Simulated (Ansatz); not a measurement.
Given:

End structure of the (001) surface of alpha cristobalite (a metastable polymorph) in its 1x1 cell (cut with top plane O, bottom plane O), outermost plane spacing 0.54 Å in the ideal cut:

```
CELL_PARAMETERS angstrom
      5.08305     0.00000     0.00000
      0.00000     5.08305     0.00000
      0.00000     0.00000    28.00000
ATOMIC_POSITIONS crystal
  O  0.25877 0.13433 0.29249
  Si 0.19459 0.88676 0.32086
  O  0.90571 0.76327 0.33005
  O  0.39770 0.71875 0.35339
  Si 0.69910 0.69699 0.37284
  O  0.73759 0.39967 0.39253
  O  0.74458 0.89922 0.41729
  Si 0.78445 0.19810 0.43661
  O  0.08494 0.22915 0.45580
  O  0.58464 0.25069 0.48090
  Si 0.28460 0.28460 0.50000
  O  0.25069 0.58464 0.51910
  O  0.22915 0.08494 0.54420
  Si 0.19810 0.78445 0.56339
  O  0.89922 0.74458 0.58271
  O  0.39967 0.73759 0.60747
  Si 0.69699 0.69910 0.62716
  O  0.71875 0.39770 0.64661
  O  0.76327 0.90571 0.66995
  Si 0.88676 0.19459 0.67914
  O  0.13433 0.25877 0.70751
```

Slab: 21 atoms, O14Si7, 11.7 Å thick at the start; k 3x3x1, smearing 0.025 eV, dipole-corrected; single point; on the structure that PBE left under its start's symmetry; no spin, no spin-orbit, no U.

**Question.** What surface energy (mean of both faces) does HSE06, at the PBE geometry (Ansatz, a first-principles code) give?

**Answer.** 2.11 J/m²
